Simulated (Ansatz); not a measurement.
System: Si (model structure, I-43m, No. 217, 23 atoms in the cell). Method: r²SCAN (PAW; Ansatz, a program for electronic structure).

Numerical settings: plane-wave cutoff 560 eV, 6×6×6 k mesh, Fermi–Dirac smearing 0.01 eV, scalar-relativistic PAW data made under PBE.

Cell (relaxed at this level):

```
Si
1.0
   -5.03091     5.03091     5.03091
    5.03091    -5.03091     5.03091
    5.03091     5.03091    -5.03091
Si
23
Cartesian
  0.00000   0.00000   0.00000
  1.36590   1.36590   1.36590
  3.66501   3.66501  -3.66501
  3.66501  -3.66501   3.66501
 -3.66501   3.66501   3.66501
  2.51545   5.03091   0.00000
  2.51545   0.00000   5.03091
  0.00000   2.51545   5.03091
  5.03091   2.51545   0.00000
  5.03091   0.00000   2.51545
  0.00000   5.03091   2.51545
  0.85185   0.85185   3.58928
  4.17905   4.17905  -1.44163
 -0.85185   0.85185   6.47253
  0.85185  -0.85185   6.47253
  3.58928   0.85185   0.85185
 -1.44163   4.17905   4.17905
  6.47253  -0.85185   0.85185
  6.47253   0.85185  -0.85185
  0.85185   3.58928   0.85185
  4.17905  -1.44163   4.17905
  0.85185   6.47253  -0.85185
 -0.85185   6.47253   0.85185
```

**Question.** Predict the band gap, smallest direct gap on the k points sampled and direct gap at Γ.

**Answer.** 
- band gap = 1.51 eV (indirect)
- smallest direct gap on the k points sampled = 1.61 eV
- direct gap at Γ = 2.12 eV

Note: the relaxation could raise the start's symmetry but not lower it, so the cell can be a saddle point.

A model structure was made by putting elements into a prototype or built by hand; it is no filed structure, need not be a known phase, and can be a saddle point held by its symmetry.
